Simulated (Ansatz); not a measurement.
Base system: LiNbO3 (space group R3c, No. 161).

```
LiNbO3
1.0
    2.59493     1.49819     4.67214
   -2.59493     1.49819     4.67214
    0.00000    -2.99637     4.67214
Li Nb O
2 2 6
Direct
  0.70264   0.70264   0.70264
  0.20264   0.20264   0.20264
  0.98381   0.98381   0.98381
  0.48381   0.48381   0.48381
  0.62624   0.87386   0.26316
  0.87386   0.26316   0.62624
  0.26316   0.62624   0.87386
  0.76316   0.37386   0.12624
  0.37386   0.12624   0.76316
  0.12624   0.76316   0.37386
```

Computed with Ansatz (a program for electronic structure) PBE, no spin-orbit coupling, earlier PAW set.

One change was made to it. Results:

```csv
quantity,base,after
shortest interatomic distance,188.4 pm,176.1 pm
c/a ratio,2.701,2.543
```

Problem. Which change produced these results?
A) pressure 30 GPa
B) pressure 60 GPa
C) pressure 1.8 GPa

Solution. B, pressure 60 GPa. For comparison, the shortest interatomic distance in the other runs: pressure 1.8 GPa gives 188.4 pm; pressure 30 GPa gives 185.9 pm.

Load acts through the strain it causes; cell and atoms are relaxed under it. No phonon test of stability was made. No other phases were tried under pressure.
